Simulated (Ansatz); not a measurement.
For TiC (model structure, P6₃/mmc, No. 194, 4 atoms in the cell), LDA (Ansatz, a quantum-chemistry and plane-wave program, PAW) gives:

```
Item                      Result
------------------  ------------
lattice constant a       3.553 Å
c axis length            4.220 Å
bulk modulus B0          216 GPa
cohesive energy     8.33 eV/atom
```

What does r²SCAN (plane waves, PAW; Ansatz) give for the same quantities?


- lattice constant a: 3.605 Å (rises by 1.5 %)
- lattice parameter c: 4.285 Å (increases by 1.5 %)
- bulk modulus: 204 GPa (drops by 5.6 %)
- cohesive energy: 6.89 eV/atom (decreases by 1.44 eV/atom)

Changes are worked out from the printed values.

Unless a cell is named, each level is at its own relaxed cell (LDA 11.54, r²SCAN 12.06 Å³/atom).

Caveats: the bulk modulus is −V dP/dV from two relaxed cells at ±2 % in volume (LDA, r²SCAN). Ansatz's density-functional and Hartree–Fock values are scalar-relativistic unless marked +SOC, with PAW data made under PBE.

A model structure was made by putting elements into a prototype or built by hand; it is no filed structure, need not be a known phase, and can be a saddle point held by its symmetry.
